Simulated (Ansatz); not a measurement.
What a tighter setting buys: kpoints.mp_grid.grid, Mg5Sc (Amm2, 6 atoms in the cell)

```
Mg5Sc
1.0
    5.16169     0.00000     0.00000
    0.00000     1.64192     8.12663
    0.00000    -1.64192     8.12663
Mg Sc
5 1
Direct
  0.00000   0.00553   0.00553
  0.00000   0.67124   0.67124
  0.00000   0.33492   0.33492
  0.50000   0.55258   0.55258
  0.50000   0.88644   0.88644
  0.50000   0.21596   0.21596
```

Computed with PBEsol, default PAW files made with PBE (plane waves; Ansatz, a quantum-chemistry and plane-wave program).

Base settings: kpoints.mp_grid.grid = 5 8 8; hamiltonian.xc = pbesol; hamiltonian.pseudopotentials = {kind: paw} (the program's default PAW files); scf.occupations.method = cold; scf.occupations.width = 0.02 Ry.

Misses are taken against the tightest run, 13 20 20, which need not be fully converged itself. The energy is the free energy per atom.

The count of work is k-points × plane waves × bands × iterations; it is no time, and leaves out set-up, grids and terms that scale otherwise. Core times come from one kind of shared machine and are given to one figure; runs under 30 s give none.

The starting cell comes from a database of computed structures (which also holds hypothetical and non-ambient phases and stackings), without a prior relaxation at this level. Ansatz's pressure includes its estimate of the finite-basis (Pulay) stress.

```csv
kpoints.mp_grid.grid,energy less reference (meV/atom),pressure less reference (GPa),largest difference in the force on any atom (eV/Å),count of work / reference,core time / reference (rough)
1 1 1,-911.33,-4.69,0.889,0.0015,–
1 2 2,181.87,-0.20,0.176,0.0039,–
2 3 3,112.46,0.24,0.113,0.010,–
3 4 4,-4.83,-0.02,0.099,0.018,–
3 5 5,-6.48,-0.04,0.045,0.023,–
4 6 6,7.64,0.04,0.039,0.050,–
5 7 7,0.22,0.01,0.032,0.062,–
5 8 8,-3.89,0.00,0.018,0.081,–
6 10 10,-0.75,0.00,0.018,0.16,0.2
7 11 11,-0.84,0.00,0.005,0.19,0.2
9 14 14,-0.01,0.00,0.003,0.37,0.4
10 16 16,-0.04,0.00,0.002,0.56,0.6
13 20 20,0.00,0.00,0.000,1.0,1
```

Coarsest setting among those run that, with all tighter ones, holds the energy within 10 meV/atom of the reference: 3 4 4, off by 4.8 meV/atom; it needs 0.018 of the reference's count of work.

Coarsest setting among those run that, with all tighter ones, holds the energy within 0.5 meV/atom of the reference: 9 14 14, off by 0.01 meV/atom; it needs 0.37 of the reference's count of work and about 0.4 of the reference's time. The coarser 5 7 7 also lies inside, but a setting between leaves the range again, so that is luck.

The step from 1 2 2 to 3 4 4: it takes the miss in the energy from 180 to 4.8 meV/atom, for 4.7 times the count of work.

Keys are those of Ansatz 0.2.
